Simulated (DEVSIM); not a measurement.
System: abrupt Si n-p junction, at 300 K.

Layer 1 from the left is Si, thickness (μm) 8.10, Nd (cm⁻³) 6.2e17, τn (s) 0.00014, τp (s) 0.00014. Layer 2 from the left is Si, thickness (μm) 2.30, Na (cm⁻³) 1.6e15, τn (s) 0.00014, τp (s) 0.00014.

Left contact: ohmic. Right contact: ohmic. Voltage is applied to the left contact. Recombination: SRH at mid-gap, Auger. Mobility is constant in doping.

Constants are typed, rounded textbook-type inputs, not results; the design itself was drawn at random and stands for no fabricated device. Values at 300 K.

Si: gap (eV) 1.124, affinity (eV) 4.05, permittivity 11.7, Nc (cm⁻³) 2.86e19, Nv (cm⁻³) 3.1e19, μn (cm²/Vs) 1417, μp (cm²/Vs) 470, Cn (cm⁶/s) 2.8e-31, Cp (cm⁶/s) 9.9e-32.

DEVSIM, 1D drift-diffusion, Boltzmann statistics, complete ionisation; no tunnelling, impact ionisation, image-force lowering or self-heating.

Problem. What does the simulation give for the largest field in the device at zero bias, the potential step across the device at zero bias, the dark forward voltage at 100 A/cm², the dark forward voltage at 1 A/cm²?

Solution. largest field in the device at zero bias 45000 V/cm; potential step across the device at zero bias 0.770 V; dark forward voltage at 100 A/cm² 0.655 V; dark forward voltage at 1 A/cm² 0.516 V.
